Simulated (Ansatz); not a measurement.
Checking a run of Ansatz (a quantum-chemistry and plane-wave program) on NaFe2O4 (P-1, 7 atoms in the cell). The aim is a self-consistent single point with DFT, LDA (PW92), plane waves, default PAW files made with PBE.

Cell that was meant: a = 3.0920 Å, b = 5.2178 Å, c = 5.9657 Å, α = 106.16°, β = 90.85°, γ = 91.48°.

Part of the input:

Ansatz 0.2 input:
```yaml
    - [-0.088896, -1.663272, 5.728500]
  atoms:
    - { symbol: Na, position: [0.000000, 0.500000, 0.500000] }
    - { symbol: Fe, position: [0.500000, 0.500000, 0.000000] }
    - { symbol: Fe, position: [0.000000, 0.000000, 0.000000] }
    - { symbol: O, position: [0.032820, 0.281240, 0.815430] }
    - { symbol: O, position: [0.967180, 0.718760, 0.184570] }
    - { symbol: O, position: [0.490820, 0.757830, 0.815240] }
[...]
hamiltonian:
  xc: lda
  pseudopotentials: { kind: paw }
scf:
  occupations: { method: cold, width: 0.0073 Ry }
output:
  forces: true
```

Output, abridged:

```
WARN ansatz: RAYON_NUM_THREADS=1 ignored (pool sized by the plan → 1); use --threads N
Pseudopotentials: kind: paw
   [... lines left out ...]
PAW frozen core: O, regenerated for the run's functional, and the local potential with it
Initial density: superposition of atomic densities (neutral atoms: chi_scale 0, normalization atom), corrected by the library's trained network
Initial wavefunctions: pseudopotential atomic-orbital guess
Eigensolver: davidson
Functional: x = slater, c = lda
SCF iter   1: F=—  HF=-12524.380177 eV  |F-HF|=—  |Δ(HF+E_count)|=         —  Δρ=2.99e-2  dr2=7.20e-1  ethr=1.77e-3  ⟨swp⟩=6.2  Hψ=3396  notcnv=0
all-band conjugate gradients solve this SCF's bands
preconditioner: auto → LDOS
SCF iter   2: F=—  HF=-12524.374828 eV  |F-HF|=—  |Δ(HF+E_count)|=   5.35e-3  S|Δr|=    0.00e0  Δρ=3.92e-2  dr2=4.89e-1  ethr=1.11e-3  ⟨swp⟩=2.2  Hψ=1656  notcnv=0  defer=44
   [... lines left out ...]
SCF iter  13: F=—  HF=-12524.271196 eV  |F-HF|=—  |Δ(HF+E_count)|=   3.11e-8  S|Δr|=    0.00e0  Δρ=4.02e-5  dr2=6.07e-7  ethr=3.79e-9  ⟨swp⟩=1.3  Hψ=882  notcnv=0  defer=44
SCF iter  14: F=—  HF=-12524.271196 eV  |F-HF|=—  |Δ(HF+E_count)|=   2.23e-8  S|Δr|=    0.00e0  Δρ=2.01e-5  dr2=2.25e-7  ethr=9.33e-10  ⟨swp⟩=1.0  Hψ=877  notcnv=0  defer=44
SCF iter  15: F=-12524.271196 eV  HF=-12524.271196 eV  |F-HF|=7.68e-8  |Δ(HF+E_count)|=   2.12e-9  S|Δr|=    0.00e0  Δρ=1.25e-5  dr2=8.95e-8  ethr=1.54e-10  ⟨swp⟩=9.2  Hψ=3278  notcnv=0
SCF 1 converged in 15 iterations: F = -12524.271196 eV  dr2 = 8.95e-8
Stability not checked (fill_not_monotonic)
Free energy (F): -12524.271196 eV
Internal energy: -12524.260132 eV  (E = F + TS)
E sigma→0 (E₀):  -12524.267508 eV
Entropy (-TS):   -0.011064 eV (-1.581 meV/atom)
Fermi energy:    5.559808 eV
--- Forces (eV/Å), atoms counted from 1 ---
  atom   1  Na     0.00000000     0.00000000     0.00000000
  atom   2  Fe     0.00000000     0.00000000     0.00000000
  atom   3  Fe     0.00000000     0.00000000     0.00000000
   [... lines left out ...]
  atom   7  O     -0.13480100    -0.24366552    -2.60185927
--- Stress (GPa, compression-positive) ---
      -33.322618       0.190224       0.352653
        0.190225     -34.046910      -0.143091
        0.352653      -0.143097     -25.720889
  P = ⅓ Tr σ = -31.0301 GPa (-310.301 kbar)
  The stress holds the Pulay correction. Without it, at fixed plane waves, as pw.x and ABINIT print it: P = -31.7669 GPa
```

### Question
Is anything amiss in this input, and did it matter?

### Answer
The run is not sound. The fault is no spin polarisation for a cell with magnetic atoms. A run without spin cannot form moments, so any exchange energy of the magnetic state is missed. To fix it, switch spin polarisation on and give starting moments. The run converged in 15 iterations without an error; against the sound input the free energy goes up by 160 meV/atom, the pressure goes from -21.25 to -31.03 GPa, the largest force goes from 1.830 to 2.885 eV/Å and the net moment of 0.18 μB/atom is absent without spin.

An input that runs soundly differs in these lines (not the only fix; some lines may just follow from the change or write a value another way):
```diff
-    - { symbol: Fe, position: [0.500000, 0.500000, 0.000000] }
-    - { symbol: Fe, position: [0.000000, 0.000000, 0.000000] }
+    - { symbol: Fe, position: [0.500000, 0.500000, 0.000000], spin: 4.0 }
+    - { symbol: Fe, position: [0.000000, 0.000000, 0.000000], spin: 4.0 }
+magnetization:
+  spin_polarized: true
```

With that input, the run converged in 37 iterations: free energy E − TS (on the zero of these files) -12525.3942 eV; Fermi level (on the code's own zero) 5.83 eV; pressure -21.25 GPa; largest force (vector length) 1.830 eV/Å; size of the cell's spin moment 1.27 μB (DFT, LDA (PW92), plane waves, default PAW files made with PBE).

On the sound input: the starting cell comes from a database of computed structures (which also holds hypothetical and non-ambient phases and stackings), without a prior relaxation at this level. Its lattice was rescaled by a random factor within 2.5 % of one. The magnetic order is the one reached from the typed start; others were not searched systematically. The program warned that a starting moment was not kept. With a pressure of about -21 GPa the cell is away from its equilibrium volume at this level. Forces in this geometry exceed 1 eV/Å. Ansatz's pressure includes its estimate of the finite-basis (Pulay) stress. Without the estimate this run gives -21.98 GPa. Without a gap this mesh is coarse (it stands for a supercell whose shortest vector is 15 Å).
